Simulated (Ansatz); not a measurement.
Consider a 16-atom cell of (Zr,Hf)C started in the rock salt structure, site fractions Zr 0.625, Hf 0.375, short-range order -0.07 in the first shell of the mixed sites (0 is random, a negative value favours unlike neighbours), space group R-3m at the end, an ordered arrangement that its symmetry holds. Its start:

```
CELL_PARAMETERS angstrom
      0.00018     4.69162     4.69162
      4.69180     0.00000     4.69180
      4.69180     4.69180     0.00000
ATOMIC_POSITIONS crystal
  Zr 0.00000 0.00000 0.00000
  Zr 0.00000 0.00000 0.50000
  Zr 0.00000 0.50000 0.00000
  Zr 0.00000 0.50000 0.50000
  Hf 0.50000 0.00000 0.00000
  Hf 0.50000 0.00000 0.50000
  Zr 0.50000 0.50000 0.00000
  Hf 0.50000 0.50000 0.50000
  C  0.25266 0.24734 0.25000
  C  0.25405 0.24865 0.74865
  C  0.25266 0.75000 0.25000
  C  0.25266 0.75000 0.74734
  C  0.74734 0.25000 0.25266
  C  0.74734 0.25000 0.75000
  C  0.74595 0.75135 0.25135
  C  0.74734 0.75266 0.75000
```

The mixing enthalpy is taken against the end members in the rock salt type, relaxed in the same cell and mesh.

Computed with PBE (plane waves to 420 eV, PAW; Ansatz, a quantum-chemistry and plane-wave program). Spin–orbit coupling is left out. Its k-point mesh 5×5×5, Fermi–Dirac width 0.05 eV.

```
end member  weight  volume per atom (Å³)
----------  ------  --------------------
ZrC          0.625                 13.05
HfC          0.375                 12.58
```

**Question.** Predict the alloy's volume, bond lengths and mixing enthalpy.

**Answer.** 
| Property | Value |
|---|---|
| volume per atom | 12.87 Å³ |
| C–Zr bonds | 2.350 Å on average, from 2.344 to 2.354 (30) |
| C–Hf bonds | 2.334 Å on average, from 2.334 to 2.334 (18) |
| mixing enthalpy per site of the mixed sublattice | 3 meV |
| departure of the mean lattice parameter from Vegard's line | under 0.15 %, inside the noise of the relaxations |
